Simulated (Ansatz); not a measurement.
An Ansatz (a first-principles code) run: Be with a change (uniaxial strain ε_zz = −2.00 %); PBE, PAW, 420 eV (Ansatz; no spin-orbit coupling).

Input:

Ansatz 0.2 input:
```yaml
crystal:
  lattice:
    - [2.2627380607, 0, 0]
    - [-1.1313690303, 1.9595886427, 0]
    - [0, 0, 3.4950796528]
  atoms:
    - { symbol: Be, position: [0.6666666667, 0.3333333333, 0.75] }
    - { symbol: Be, position: [0.3333333333, 0.6666666667, 0.25] }
basis: { ecutwfc: 420, ecutrho_ratio: 4, xc_grid: 2, fft_grid_basis: typed }
kpoints: { mp_grid: { grid: [29, 29, 16] } }
hamiltonian:
  xc: pbe
  dispersion: none
  pseudopotentials: { kind: paw }
scf: { occupations: { method: fermi_dirac, width: 0.1 }, convergence: { dr2_threshold: 0.0000000002 } }
relax: { f_tol: 0.005, max_steps: 50 }
output: { forces: true, stress: true }
checkpoint: { write: state.ck, write_every: 1000 }
```

Output (explanatory and most iteration lines left out):

```
Relaxation: its limit of steps is 50 (relax.max_steps)
Pseudopotential: Be, paw, valence charge 2
Crystal: 2 atoms, lattice volume = 15.497 Å³
Basis set: ecut = 420 eV, 299 PW (Γ), exchange–correlation on 32×32×48 points (8 copies of the dense FFT grid, shifted against one another)
Bands: 6, of which v1, the nominal top of the filled ones, is band 2 counted from 1 (1 counted from 0)
Symmetry: 24 space group operations
Space group: P63/mmc (ITA 194), of the structure as read, at distance tolerance 2.5e-5 Å
k-points: 765 of 13456
Functional: x = pbe(κ = 0.804, μ = 0.2195149727645171), c = pbe(β = 0.06672455060314922)
SCF iter   1: F=—  HF=-185.522855 eV  |F-HF|=—  |Δ(HF+E_count)|=         —  Δρ=1.33e-3  dr2=1.92e-4  ethr=1.77e-3  ⟨swp⟩=5.4  Hψ=39822  notcnv=0
SCF iter   2: F=—  HF=-185.522882 eV  |F-HF|=—  |Δ(HF+E_count)|=   2.65e-5  Δρ=8.27e-4  dr2=7.65e-5  ethr=4.79e-6  ⟨swp⟩=1.3  Hψ=10938  notcnv=0
SCF 1 converged in 6 iterations: F = -185.522878 eV  dr2 = 6.95e-14
relax step   1: F+E_penalty+E_count = -185.52287813 eV  Δ(F+E_penalty+E_count) = +0.000e0 eV  max|allowed force component| = 2.128e-16 eV/Å  Δτ_max = 0.0000 Å  (6 SCF iters, accepted)
SCF converged after 6 iterations
Free energy (F): -185.522878 eV
Internal energy: -185.518339 eV  (E = F + TS)
E sigma→0 (E₀):  -185.520608 eV
Entropy (-TS):   -0.004539 eV (-2.270 meV/atom)
Fermi energy:    8.356104 eV
--- Forces (eV/Å), atoms counted from 1 ---
  atom   1  Be     0.00000000    -0.00000000     0.00000000
  atom   2  Be    -0.00000000     0.00000000     0.00000000
--- Stress (GPa, compression-positive) ---
        0.302335       0.000000       0.000000
        0.000000       0.302335       0.000000
        0.000000       0.000000       7.961337
  P = ⅓ Tr σ = 2.8553 GPa (28.553 kbar)
--- Relaxed structure (1 steps of the walk, 1 accepted, 0 SCFs on fresh bases) ---
  atoms:
    - { symbol: Be, position: [0.6666666666666666, 0.3333333333333333, 0.75] }
    - { symbol: Be, position: [0.33333333333333326, 0.6666666666666666, 0.24999999999999997] }
```

Whether these cells are dynamically stable was not tested. The cell was made from Be in the hcp (Mg type) structure (space group P6_3/mmc, No. 194) by this change: uniaxial strain ε_zz = −2.00 %.
